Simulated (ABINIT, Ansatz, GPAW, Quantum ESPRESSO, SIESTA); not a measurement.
**One structure in several programs: BaHg₃ (P6_3/mmc, 8 atoms in the cell)**

Self-consistent single point, at a second geometry (lattice scaled by 0.98). First geometry:

```
CELL_PARAMETERS angstrom
      7.38498     0.00000     0.00000
     -3.69249     6.39558     0.00000
      0.00000     0.00000     5.20530
ATOMIC_POSITIONS crystal
  Ba 0.33333 0.66667 0.75000
  Ba 0.66667 0.33333 0.25000
  Hg 0.14617 0.29235 0.25000
  Hg 0.85382 0.70765 0.75000
  Hg 0.85382 0.14617 0.75000
  Hg 0.14617 0.85382 0.25000
  Hg 0.70765 0.85382 0.25000
  Hg 0.29235 0.14617 0.75000
```

Shared settings, as Ansatz (an electronic-structure program) writes them: kpoints.mp_grid.grid = 3 3 3; scf.occupations.method = gaussian; scf.occupations.width = 0.05 eV. Potentials and cutoffs stand in the table.

```tsv
code	model	ΔF from the first geometry (meV/atom)	pressure (GPa)	largest force (eV/Å)	cutoff
Ansatz	PBEsol, PAW files made with PBE	-12.7	-0.08	0.122	default
GPAW	PBEsol, GPAW PAW datasets PBEsol (made by gpaw-setup)	-7.8	0.46	0.129	600 eV
ABINIT	PBEsol, PAW (JTH v2.0 PBE PAW, files made for PBE)	-10.0	0.13	0.128	21 Ha
SIESTA	GGA PBEsol, numerical atomic orbitals DZP, PseudoDojo PBEsol standard norm-conserving potentials (rewritten from UPF to PSML)	-50.2	-3.39	1.279	grid 300 Ry
Quantum ESPRESSO	PBEsol, GBRV 1.5 ultrasoft (PBESOL) pseudopotentials	-11.2	0.07	0.120	40 Ry
```

On Ansatz's run: spin-orbit coupling is off.

The spread over the programs that give each value: ΔF from the first geometry within 42.4 meV/atom; pressure within 3.85 GPa; largest force within 1.159 eV/Å.

SIESTA uses small atom-centred bases, whose incompleteness enters pressures, forces and empty levels differently from a plane-wave cutoff. Ansatz's pressure is given at a fixed set of plane waves, as the other plane-wave codes print theirs; with its correction for the finite basis it is -0.05 GPa. In the pressure, SIESTA (by 3.49) lies more than 1 GPa from the median of the plane-wave programs. In the force vectors, SIESTA (by 1.154) lies more than 0.08 eV/Å from the median of the plane-wave programs.

The shared mesh is coarse (it stands for a supercell whose shortest vector is 15 Å), so the values are not converged in it.

The starting cell comes from a database of computed structures (which also holds hypothetical and non-ambient phases and stackings), without a prior relaxation at this level. For this run, on top of that: lattice scaled by 0.98.

Left out of this page: Elk (not drawn, or without a comparable value); FLEUR (with a known weakness of the program).

Keys are those of Ansatz 0.2.
